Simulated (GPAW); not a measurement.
**Pressure against volume in Ga (space group 64) (GPAW, PBE)**

```
Ga
1.0
    2.21982    -3.76190     0.00000
    2.21982     3.76190     0.00000
    0.00000     0.00000     4.44945
Ga
4
Direct
  0.15490   0.84510   0.91900
  0.34510   0.65490   0.41900
  0.65490   0.34510   0.58100
  0.84510   0.15490   0.08100
```

Level of theory: PBE, GPAW PAW datasets PBE (gpaw-data 1.0.1) (plane waves; GPAW). Settings: mode = pw; ecut = 585 eV; xc = PBE; kpts = 15 15 13; mesh shift (steps) = 0 0 0; occupations.name = fermi-dirac; occupations.width = 0.05 eV; nbands = -8; convergence.density = 1e-05 e/electron; convergence.energy = 1e-05 eV/electron; symmetry.symmorphic = false; symmetry.tolerance = 0.0005; maxiter = 100. The cell above is the first row's. The rows scale it uniformly. In all rows fractional positions and the k mesh are held.

```
V (Å^3/atom)  P (GPa)
------------  -------
18.578           6.46
18.982           4.78
19.386           3.29
19.790           1.97
20.194           0.81
20.597          -0.21
21.001          -1.11
21.405          -1.91
21.809              ?
```

Fit P of the 8 rows that show it with a cubic. With u = V - 20.0, the rows have u = -1.4220, -1.0180, -0.6140, -0.2100, 0.1940, 0.5970, 1.0010, 1.4050. Least squares gives P = 1.350 - 2.8653·u + 0.4501·u² - 0.0439·u³. Residuals (row less fit): -0.001, 0.000, 0.001, -0.002, -0.001, 0.000, 0.001, -0.001; standard error 0.001 (degrees of freedom: 4). The fitted pressure is zero at V0 = 20.51, where dP/dV = -2.440, so B0 = -V0·dP/dV = 50.1 GPa.

Question: Estimate the missing P (V = 21.809); what did the run itself give?

Answer: u = 1.8090, so P = 1.350 - 2.8653 × 1.8090 + 0.4501 × 1.8090² - 0.0439 × 1.8090³ = -2.620 GPa. The calculation gives -2.61 GPa, 0.010 GPa above the prediction (0.1 % of the range of P in the table). The row lies outside the fitted rows, so this is an extrapolation.

Carrying the step between the two nearest rows on in a straight line would have given -2.71, off by 0.10; series whose last step already gives the withheld value aren't shown. The scan was laid around a cell of about the measured size, scaled by a guess for this functional; axis ratios and inner coordinates come from that cell. The runs keep the symmetry of the cell, so they don't test it for distortions. The shape of the cell and the inner coordinates aren't relaxed, so V0 and B0 belong to this uniform scaling; a relaxed crystal lies no higher in energy and is usually softer (forces reach 0.15 eV/Å in these rows). Cutoffs and mesh are single choices, not tested for convergence of this quantity. Series with a scatter that would blur these digits, or in which a gap closes, are not shown.
